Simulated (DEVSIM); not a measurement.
Device: TaN/SiO2/p-Si capacitor, at 400 K.

Layer 1 from the left is SiO2, thickness (nm) 3.90. Layer 2 from the left is Si, thickness (nm) 580, Na (cm⁻³) 9.9e17.

Metal gate on the left, work function 4.4 eV. Fixed charge at the semiconductor interface 2.7e10 cm⁻² (in units of +e); no interface traps.

The device is made up for the run: typed textbook-type constants, with dimensions and the other settings drawn at random. Values at 300 K; Nc and Nv go as T^1.5, mobilities as T to minus their exponent, the gap by Varshni's rule with the affinity fixed.

SiO2: gap (eV) 9, affinity (eV) 0.9, permittivity 3.9. Si: gap (eV) 1.124, affinity (eV) 4.05, permittivity 11.7, Nc (cm⁻³) 2.86e19, Nv (cm⁻³) 3.1e19, Varshni α (eV/K) 0.000473, Varshni β (K) 636.

Q: Estimate by hand the flat-band voltage, the threshold voltage, and compare with a numerical solution.

A: 
- Flat-band voltage: C = 0.885 μF/cm², work-function difference -0.613 V; VFB = φms − qNf/C = -0.62 V; numerical -0.62 V.
- Threshold voltage: φF = 0.416 V, depletion charge √(4εqNφF) = 5.23e-7 C/cm²; VT = VFB + 2φF + Qd/C = 0.80 V; numerical 0.80 V.

Simulated with DEVSIM: 1D Poisson equation in equilibrium, Boltzmann statistics, complete ionisation; no quantum confinement or tunnelling. Metal contacts follow the ideal Schottky-Mott rule: no Fermi-level pinning, no interface dipoles.
